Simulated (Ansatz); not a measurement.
# fcc Cu (1 1 1) on zinc-blende GaSb (1 1 1) (film strained to the substrate, started from cuts of the bulks and a machine-learned relaxation; slabs Ga4Sb4 and Cu15, which can lie off the formulas)

A periodic stack without vacuum, fcc Cu (1 1 1) on zinc-blende GaSb (1 1 1) (film strained to the substrate, started from cuts of the bulks and a machine-learned relaxation; slabs Ga4Sb4 and Cu15, which can lie off the formulas): substrate slab Ga4Sb4, film Cu15, surface cells [[0, -1], [1, -1]] and [[1, -2], [2, -1]], film strained by -1.2 and -1.2 %, outermost planes Ga/Sb and Cu/Cu as cut, which need not be the usual terminations and can put a slab off its formula.

The start was prepared with a machine-learned potential, and the result is one local minimum, with the in-plane cell held and forces under 0.04 eV/Å; the film can end far from its bulk form.

Method: PBE (plane waves to 420 eV, PAW; Ansatz, a quantum-chemistry and plane-wave program). No spin–orbit coupling; the runs are not spin-polarised. Its k-point mesh 8×8×1, Fermi–Dirac width 0.05 eV.

| Item | Value |
|---|---|
| interface area | 16.7 Å² |
| period | 24.76 Å |
| heights between the nearest atoms of the two slabs at the two interfaces | 2.31 and 2.10 Å |
| Cu–Ga contacts across the interfaces within 1.22 times the sum of covalent radii | 3, mean 2.57 Å |
| Cu–Sb contacts across the interfaces within 1.22 times the sum of covalent radii | 3, mean 2.74 Å |

```
CELL_PARAMETERS angstrom
      4.39234     0.00106     0.08133
      2.19662     3.80422    -0.05783
     -2.10415    -1.91337    24.78157
ATOMIC_POSITIONS crystal
  Ga 0.90631 0.02189 0.03970
  Ga 0.24434 0.45505 0.18921
  Ga 0.58237 0.88471 0.33413
  Ga 0.91531 0.31779 0.48014
  Sb 0.24169 0.38158 0.07901
  Sb 0.57898 0.81257 0.22509
  Sb 0.91681 0.24239 0.37034
  Sb 0.24995 0.67765 0.52005
  Cu 0.90260 0.74037 0.61330
  Cu 0.23493 0.07172 0.61350
  Cu 0.56622 0.40865 0.61384
  Cu 0.56924 0.12979 0.69774
  Cu 0.90334 0.46294 0.69780
  Cu 0.23623 0.79854 0.70039
  Cu 0.23888 0.51823 0.78393
  Cu 0.57330 0.85284 0.78365
  Cu 0.90259 0.18970 0.78389
  Cu 0.90819 0.90924 0.86807
  Cu 0.24192 0.24144 0.86900
  Cu 0.57395 0.57822 0.86968
  Cu 0.57938 0.29699 0.95370
  Cu 0.91047 0.63580 0.95366
  Cu 0.24169 0.96791 0.95469
```
